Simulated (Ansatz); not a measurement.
Levels about the gap of amorphous Si20P4O50 (74 atoms in a cell of 1108 Å³, 2.23 g/cm³; zone centre alone, so wide bands show as single levels with stretches between that a denser mesh fills), at the geometry that PBE relaxed, where it gives 0.0 GPa on a denser mesh. Exact exchange is cut at the faces of this small cell, which leaves a finite-size error. The participation number counts the atoms over which a state spreads; weights are charges in smoothed Voronoi cells. The levels come from a single point, so bond lengths are those of that geometry. Method of the levels: HSE06, scalar-relativistic without spin-orbit coupling (Ansatz, an electronic-structure program). Sampling: the zone centre alone; Fermi-Dirac width 0.01 eV; collinear spin, started from moments on atoms (the moments died out). At PBE the levels at the filled edge of the gap are localised (band-tail or defect states), and the nearest spread-out levels lie 4.7 eV apart at the zone centre.

A CHGNet melt-quench gave the starting glass, which DFT then relaxed. O atoms were pushed apart under 1.9 Å during the dynamics, to hinder bonds among them. The hot cell started wider than the set density and was brought back towards it in steps. It is the lowest in DFT energy of 2 quenches. It is a model cell: composition and starting density were chosen by hand, and all elements were melted together. No dispersion term was used. Its density started from a set value of 2.31 and ended at 2.23 g/cm³. Cooling (nominally 390 K/ps over its main leg) ran many orders faster than in experiment, which tends to leave more defects and strain. Values belong to this one cell and scatter from quench to quench. Volume and shape were free in the relaxation.

```csv
"E - E(highest filled), eV",filling,spin,participation number,largest on,weight O,weight Si,weight P
-0.26,filled,dn,4.6,"O, 1 neighbours",0.93,0.02,0.05
-0.14,filled,up,6.8,"O, 1 neighbours",0.94,0.03,0.04
-0.14,filled,dn,6.8,"O, 1 neighbours",0.94,0.03,0.04
-0.09,filled,up,4.6,"O, 1 neighbours",0.93,0.01,0.06
-0.09,filled,dn,4.6,"O, 1 neighbours",0.93,0.01,0.06
0.00,filled,up,6.0,"O, 1 neighbours",0.94,0.02,0.05
0.00,filled,dn,6.0,"O, 1 neighbours",0.94,0.02,0.05
5.41,empty,dn,20.1,"Si, 4 neighbours",0.63,0.35,0.03
5.41,empty,up,20.1,"Si, 4 neighbours",0.63,0.35,0.03
6.84,empty,dn,26.5,"Si, 4 neighbours",0.66,0.31,0.03
6.84,empty,up,26.5,"Si, 4 neighbours",0.66,0.31,0.03
7.32,empty,up,20.0,"P, 4 neighbours",0.61,0.27,0.12
7.32,empty,dn,20.0,"P, 4 neighbours",0.61,0.27,0.12
7.55,empty,dn,26.9,"O, 2 neighbours",0.68,0.30,0.01
```

Most localised among these is the filled level at -0.26 eV, on a O atom, which has 1 neighbours (P 1.46 Å).
